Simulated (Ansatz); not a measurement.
**Pressure series in KTaO3**

Take KTaO3 in the cubic perovskite structure (space group Pm-3m, No. 221; a = 4.0244 Å) as the base.

Cell and atoms are relaxed at each pressure.

The values are results of PBE/PAW in Ansatz (a quantum-chemistry and plane-wave program), without spin-orbit coupling, not measurements.

```csv
pressure (GPa),volume per atom (Å³/atom)
-2,13.178
-1,13.106
0,13.036
1.8,12.914
4.2,12.762
18,12.033
30,11.542
45,?
60,10.635
```

Fit the third-order Birch–Murnaghan form P(V) = (3B₀/2)[(V₀/V)^(7/3) − (V₀/V)^(5/3)]·[1 + (3/4)(B₀′ − 4)((V₀/V)^(2/3) − 1)] (squares taken in P) to the rows shown and predict the withheld row.

Least squares on the printed values gives V₀ = 13.036 Å³/atom, B₀ = 189 GPa, B₀′ = 4.3; this predicts 11.044 Å³/atom, and the run gives 11.045 Å³/atom, in agreement.

Measured bulk modulus of KTaO3: 220 GPa (temperature not stated; as listed in S. Tinte et al., Phys. Rev. B (1998)); the computed value is for a static lattice, so the two differ by thermal effects too.

Load acts through the strain it causes; cell and atoms are relaxed under it. Stability against distortions was not tested. No other phases were tried under pressure.
